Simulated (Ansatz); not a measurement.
# La2O3 under a change: pressure 30 GPa

Start from La2O3 (space group P-3m1, No. 164; a = 3.9404 Å, c = 6.1883 Å).

Modification: cell and atoms relaxed at a pressure of 30 GPa.

Method: PBE (Ansatz, an electronic-structure program, PAW, no spin-orbit coupling), earlier PAW set. Settings: 10×10×6 k-points, 0.05 eV Fermi–Dirac smearing.

- Volume per atom: 13.72 Å³ (base 16.64 Å³)
- Density: 7.89 g/cm³ (base 6.50 g/cm³)
- Lattice parameter a: 3.830 Å (base 3.940 Å)
- c/a ratio: 1.410 (base 1.570)
- Shortest interatomic distance: 2.291 Å (base 2.370 Å)
- Band gap: 3.74 eV (base 3.83 eV)
- Gap character: indirect, L → K (base indirect, L → M)
- Smallest direct gap: 3.90 eV (base 3.97 eV)
- Valley order (the lowest conduction-band minima on the path, energy above the VBM, named in the base's zone): K (1/3, 1/3, 0) 3.74 eV; Γ 4.10 eV

Final structure:

```
La2O3
1.0
    3.82959     0.00000     0.00000
   -1.91479     3.31652     0.00000
    0.00000     0.00000     5.40054
La O
2 3
Direct
  0.33333   0.66667   0.23115
  0.66667   0.33333   0.76885
  0.00000   0.00000   0.00000
  0.33333   0.66667   0.65802
  0.66667   0.33333   0.34198
```

Load acts through the strain it causes; cell and atoms are relaxed under it. Stability against distortions was not tested. No other phases were tried under pressure.
